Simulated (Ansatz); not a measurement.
Ansatz (a program for electronic structure) run on Sr3Cd (P6_3/mmc, 8 atoms in the cell): zone-centre phonon calculation.

Level of theory: LDA (PW92), default PAW files made with PBE (plane waves; Ansatz).

```
CELL_PARAMETERS angstrom
      7.94834     0.00000     0.00000
     -3.97417     6.88346     0.00000
      0.00000     0.00000     6.37518
ATOMIC_POSITIONS crystal
  Sr 0.83920 0.67840 0.25000
  Sr 0.16080 0.83920 0.75000
  Sr 0.32160 0.16080 0.25000
  Sr 0.16080 0.32160 0.75000
  Sr 0.83920 0.16080 0.25000
  Sr 0.67840 0.83920 0.75000
  Cd 0.33333 0.66667 0.25000
  Cd 0.66667 0.33333 0.75000
```

Reference input (self-consistent single point, DFT, LDA (PW92), plane waves, default PAW files made with PBE): basis.ecutwfc = 420 eV; kpoints.mp_grid.grid = 4 4 4; hamiltonian.xc = lda; hamiltonian.pseudopotentials = {kind: paw} (the program's default PAW files); scf.occupations.method = cold; scf.occupations.width = 0.136 eV. This run's input differs from it in these lines:

```diff
@@ -27,6 +27,4 @@
     width: 0.136 eV
-output:
-  forces: true
-  eigenvalues: true
-  stress: true
+phonons:
+  method: dfpt
```

Log, with long lists cut:

```
SCF iter   1: F=—  HF=-36901.494140 eV  |F-HF|=—  |Δ(HF+E_count)|=         —  Δρ=4.89e-3  dr2=1.05e-1  ethr=1.77e-3  ⟨swp⟩=12.3  Hψ=6034  notcnv=0
all-band conjugate gradients solve this SCF's bands
preconditioner: auto → Kerker (q_TF=auto, 2.215 Å⁻¹)
SCF iter   2: F=—  HF=-36901.486872 eV  |F-HF|=—  |Δ(HF+E_count)|=   7.27e-3  S|Δr|=    0.00e0  Δρ=2.26e-3  dr2=3.96e-2  ethr=1.05e-4  ⟨swp⟩=2.0  Hψ=1770  notcnv=0  defer=7
   [... lines left out ...]
SCF iter   9: F=—  HF=-36901.483043 eV  |F-HF|=—  |Δ(HF+E_count)|=   1.47e-9  S|Δr|=    0.00e0  Δρ=3.54e-7  dr2=8.81e-10  ethr=1.10e-11  ⟨swp⟩=2.8  Hψ=2098  notcnv=0  defer=7
SCF iter  10: F=—  HF=-36901.483043 eV  |F-HF|=—  |Δ(HF+E_count)|=  1.16e-10  S|Δr|=    0.00e0  Δρ=1.17e-7  dr2=9.22e-11  ethr=1.00e-12  ⟨swp⟩=1.6  Hψ=1303  notcnv=0  defer=7
SCF iter  11: F=-36901.483043 eV  HF=-36901.483043 eV  |F-HF|=7.28e-12  |Δ(HF+E_count)|=  3.64e-11  S|Δr|=    0.00e0  Δρ=3.23e-8  dr2=6.09e-12  ethr=1.00e-12  ⟨swp⟩=15.1  Hψ=7544  notcnv=0
SCF 1 converged in 11 iterations: F = -36901.483043 eV  dr2 = 6.09e-12
DFPT response loops at Γ: preconditioner auto → Kerker (q_TF=auto, 2.215 Å⁻¹) (partly filled bands, converged f_vac=0.000) …
Stability not checked (fill_not_monotonic)
Free energy (F): -36901.483043 eV
Internal energy: -36901.479691 eV  (E = F + TS)
E sigma→0 (E₀):  -36901.481925 eV
Entropy (-TS):   -0.003352 eV (-0.419 meV/atom)
Fermi energy:    6.303715 eV
   [... lines left out ...]
  ASR residual per site (eV/Å²): 1.26e-4 1.06e-4 1.06e-4 1.26e-4 1.06e-4 1.06e-4 2.58e-5 2.58e-5
  Γ frequencies (cm⁻¹): -41.82 -11.54 -11.54 0.00 0.00 0.00 7.66 12.96 15.32 15.32 38.26 38.26 50.14 50.14 60.56 87.34 87.34 92.76 92.76 100.69 100.69 107.10 111.76 116.67
  non-analytic LO–TO correction: not included (Born effective charges unavailable; polar crystals: no LO–TO splitting at Γ)
```

The run converged in 11 iterations. 

Summary of the result:
* **Free energy E − TS (on the zero of these files)**: -36901.4830 eV
* **Fermi level (on the code's own zero)**: 6.30 eV
* **Zone-centre frequencies (cm⁻¹; negative means imaginary)**: -42, -12, -12, 0, 0, 0, 8, 13, 15, 15, 38, 38, 50, 50, 61, 87, 87, 93, 93, 101, 101, 107, 112, 117

The starting cell was generated: these elements placed on a structure prototype, without a prior relaxation; it need not be a known phase or ordering of this composition.

Cost on one core of a shared machine: roughly 5 min.

Keys are those of Ansatz 0.2.
